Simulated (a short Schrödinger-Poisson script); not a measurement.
Solved with a short Schrödinger-Poisson script written for these runs: 1D Poisson equation in equilibrium, electrons quantum, Hartree plus LDA exchange-correlation (BenDaniel-Duke, 40 states a valley, the channel's in-plane mass for all, wave functions free to enter the barrier), parabolic valleys, classical holes, full ionisation, no traps, pinning or gate leakage.

Stack: gated Al0.33Ga0.67N/GaN polarisation-induced gas, at 300 K.

From the gate side: 10 nm Al0.33Ga0.67N; 6000 nm GaN, acceptors 5e14 cm⁻³.

The device is made up for the run: typed textbook-type constants, with dimensions and the other settings drawn at random. Al0.33Ga0.67N: permittivity 9.3, conduction-band edge (eV) 0.462, gap (eV) 4.09, electron mass (mₑ) 0.24, Nv at 300 K (cm⁻³) 4.6e19. GaN: permittivity 9.5, conduction-band edge (eV) 0, gap (eV) 3.43, Nv at 300 K (cm⁻³) 4.6e19.

Channel valleys (confinement mass, in-plane density-of-states mass, number): Γ 0.2, 0.2, 1. At the gate the conduction-band edge of layer 1 lies 1.27 eV − eVg above the Fermi level of the channel; the field vanishes at the back. Sheet of polarisation charge: +1.6e13 e/cm² at 10 nm from the gate. The barrier under the gate holds no holes. Gaps are held at their typed values at every temperature. Mesh 0.08 nm at interfaces.

Question: Give the sheet density of all electrons at Vg = -1.5 V (cm⁻²); the capacitance at Vg = 0.5 V (μF/cm²); the centroid of the channel electrons at Vg = 0.5 V (nm).

Answer: sheet density of all electrons at Vg = -1.5 V (cm⁻²): 3.30e12; capacitance at Vg = 0.5 V (μF/cm²): 0.762; centroid of the channel electrons at Vg = 0.5 V (nm): 1.91.
